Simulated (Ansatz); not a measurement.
The reference is Ag in the fcc (Cu type) structure (space group Fm-3m, No. 225; a = 4.0538 Å; relaxed with 0.1 eV smearing). Axes: x, y, z lie along the cube axes.

Structures relaxed with DFT with PBEsol, PAW potentials and a 420 eV plane-wave cutoff in Ansatz (a program for electronic structure), no SOC.

Base:

Simulated powder pattern, Cu Kα, λ = 1.54184 Å (kinematic, ideal powder, no thermal factors, no anomalous dispersion; the 8 strongest lines at most, above 2 %, up to 2θ = 90°):

```
2θ (°)  I/Imax (%)    hkl
------  ----------  -----
38.46          100  (111)
44.71           48  (200)
65.08           30  (220)
78.21           34  (311)
82.41           10  (222)
```

After one change:

Simulated powder pattern, Cu Kα, λ = 1.54184 Å (kinematic, ideal powder, no thermal factors, no anomalous dispersion; the 8 strongest lines at most, above 2 %, up to 2θ = 90°):

```csv
2θ (°),I/Imax (%)
38.33,100
44.24,16
44.71,32
64.72,20
65.08,9.8
77.46,12
78.12,23
82.08,10
```

Which change produced these results?
A) uniaxial strain ε_zz = +1.50 %
B) uniaxial strain ε_zz = +1.00 %
C) uniaxial strain ε_zz = +2.00 %
D) uniaxial strain ε_zz = −0.50 %

B, uniaxial strain ε_zz = +1.00 %. Its volume per atom is 16.82 Å³ against 16.65 Å³, and its space group is I4/mmm (No. 139).

Whether these cells are dynamically stable was not tested.
